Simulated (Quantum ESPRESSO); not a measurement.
A self-consistent single point of Re (P6_3/mmc, 4 atoms in the cell) with Quantum ESPRESSO.

Level of theory: PBE, PseudoDojo standard norm-conserving (PBE) pseudopotentials (plane waves; Quantum ESPRESSO).

The change in words: lattice scaled by 0.985. Reference geometry:
```
CELL_PARAMETERS angstrom
      2.81895     0.00000     0.00000
     -1.40948     2.44128     0.00000
      0.00000     0.00000     9.10869
ATOMIC_POSITIONS crystal
  Re 0.00000 0.00000 0.00000
  Re 0.00000 0.00000 0.50000
  Re 0.33333 0.66667 0.25000
  Re 0.66667 0.33333 0.75000
```

Reference input (self-consistent single point, DFT, PBE, plane waves, PseudoDojo standard norm-conserving (PBE) pseudopotentials): ecutwfc = 75 Ry; occupations = smearing; smearing = fd; degauss = 0.0073499 Ry; potentials = {Re: Re.upf}; K_POINTS = automatic 11 11 3 0 0 0; conv_thr = 1e-10 Ry; mixing_beta = 0.3. This run's input differs from it in these lines:

```diff
@@ -30,5 +30,5 @@
 CELL_PARAMETERS {angstrom}
-   2.81895147     0.00000000     0.00000000
-  -1.40947574     2.44128359     0.00000000
-   0.00000000     0.00000000     9.10868800
+   2.77666748     0.00000000     0.00000000
+  -1.38833374     2.40466458     0.00000000
+   0.00000000     0.00000000     8.97205800
```

The program printed (abridged):

```
     Self-consistent Calculation

     iteration #  1     ecut=    75.00 Ry     beta= 0.30

     Threshold (ethr) on eigenvalues was too large:
     Diagonalizing with lowered threshold

     total energy              =    -694.36012811 Ry
     estimated scf accuracy    <       0.14088285 Ry

     iteration #  2     ecut=    75.00 Ry     beta= 0.30

     total energy              =    -694.34559293 Ry
     estimated scf accuracy    <       0.04078217 Ry

     iteration #  3     ecut=    75.00 Ry     beta= 0.30

     total energy              =    -694.35503203 Ry
     estimated scf accuracy    <       0.00330069 Ry

   [... 8 blocks of this kind left out ...]

     iteration # 12     ecut=    75.00 Ry     beta= 0.30

     total energy              =    -694.35527831 Ry
     estimated scf accuracy    <          2.1E-09 Ry

     iteration # 13     ecut=    75.00 Ry     beta= 0.30
     End of self-consistent calculation

     the Fermi energy is    23.7766 ev

!    total energy              =    -694.35527831 Ry
     estimated scf accuracy    <          6.1E-11 Ry
     smearing contrib. (-TS)   =      -0.00710248 Ry
     internal energy E=F+TS    =    -694.34817583 Ry

     convergence has been achieved in  13 iterations

     Forces acting on atoms (cartesian axes, Ry/au):

     atom    1 type  1   force =    -0.00000000    0.00000000    0.00000000
   [... zero for the other atoms too ...]

     Total force =     0.000000     Total SCF correction =     0.000000

          total   stress  (Ry/bohr**3)                   (kbar)     P=       -8.78
  -0.00005737   0.00000000  -0.00000000           -8.44        0.00       -0.00
   0.00000000  -0.00005737   0.00000000            0.00       -8.44        0.00
   0.00000000   0.00000000  -0.00006423            0.00        0.00       -9.45

   JOB DONE.
```

The run converged in 13 iterations. Against the reference run the free energy drops by 36.9 meV/atom and the pressure goes from -15.63 to -0.88 GPa.

The starting cell comes from a database of computed structures (which also holds hypothetical and non-ambient phases and stackings), without a prior relaxation at this level. Its lattice was rescaled by a random factor within 2.5 % of one. For this run, on top of that: lattice scaled by 0.985. Spin polarisation is off.

Cost on one core of a shared machine: roughly 50 s.
